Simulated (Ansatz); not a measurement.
What uniaxial strain ε_zz = +2.50 % does to SnSe2

Consider SnSe$_{2}$ in the CdI2 type structure (space group P-3m1, No. 164; a = 3.840 Å, c = 6.007 Å; layered, stacked along the Cartesian z axis). Axes: x lies along a and z along c of the hexagonal cell.

Now apply this change: uniaxial strain ε_zz = +2.50 %, all other strain components held at zero; the atoms relax in the strained cell.

Level of theory: PBE-D3(BJ) (Ansatz, a quantum-chemistry and plane-wave program, PAW, no SOC). Γ-centred 10×10×6 mesh, Fermi–Dirac width 0.05 eV.

| quantity | base | changed | shift |
|---|---|---|---|
| volume per atom | 25.57 Å³ | 26.21 Å³ | +0.64 Å³ |
| space group | P-3m1 (No. 164) | P-3m1 (No. 164) | – |
| shortest interatomic distance | 2.730 Å | 2.733 Å | +0.0022 Å |
| energy relative to the base (free energy F) | 0 meV/atom | +1.4 meV/atom | +1.4 meV/atom |
| pressure (mean of the normal stresses, compression positive) | 0.00 GPa | -0.45 GPa | -0.45 GPa |
| band gap | 0.36 eV | 0.53 eV | +0.17 eV |
| gap character | indirect, K–Γ (79 % along) → k = (0, 0.400, 1/3) in the run's primitive reciprocal basis | indirect, K–Γ (79 % along) → k = (0, 0.400, 1/3) in the run's primitive reciprocal basis | – |
| smallest direct gap | 0.82 eV | 0.98 eV | +0.16 eV |
| width of the top valence band | 1.99 eV | 1.72 eV | -0.276 eV |
| electron mass | – | 0.19 mₑ along x, 0.67 mₑ along y, 0.28 mₑ along z (off the special points) | – |
| largest internal atomic displacement | – | 0.036 Å | – |
| stress (xx, yy, zz, yz, xz, xy; compression positive) | – | (-0.36, -0.36, -0.64, 0.00, 0.00, 0.00) GPa | – |

Final structure:

```yaml
crystal:
  lattice:
    - [3.84018, 0.00000, 0.00000]
    - [-1.92009, 3.32569, 0.00000]
    - [0.00000, 0.00000, 6.15672]
  atoms:
    - { symbol: Sn, position: [0.00000, 0.00000, 0.00000] }
    - { symbol: Se, position: [0.33333, 0.66667, 0.25943] }
    - { symbol: Se, position: [0.66667, 0.33333, 0.74057] }
```

Masses are band curvatures over ±0.01 Å⁻¹ around the edge. Whether these cells are dynamically stable was not tested.
